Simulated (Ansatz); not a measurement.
# BAs under a change: B vacancy, symmetric start

Start from a 24-atom supercell of BAs in the zinc blende structure (space group F-43m, No. 216; a = 4.809 Å) at its relaxed geometry.

The change: a neutral B vacancy, symmetric start, atoms relaxed at fixed cell.

All numbers come from PBE, PAW, 420 eV (Ansatz, a quantum-chemistry and plane-wave program; no SOC). Settings: 4×3×4 k-points, 0.01 eV Fermi–Dirac smearing.

```json
{
 "gap_of_the_supercell": "zero (base 1.28 eV)",
 "total_moment_of_the_cell": "0.0 μB",
 "energy_gained_by_relaxation": "0.02 eV",
 "mean_distance_from_the_defect_site_to_its_nearest_host_atoms": "3.96 bohr (base 3.94 bohr)"
}
```

Other magnetic orders, which the real material may have, were not ruled out. In so small a cell the defect repeats every few ångströms: this is an ordered compound, not a dilute defect. The mesh was chosen for an insulator and is coarse for the gapless case. The defect started on the symmetric site and kept its symmetry, so it may sit on a saddle. Seeded moments were not kept for B vacancy. The defect cell is spin-polarised and ends with 0.0 μB.
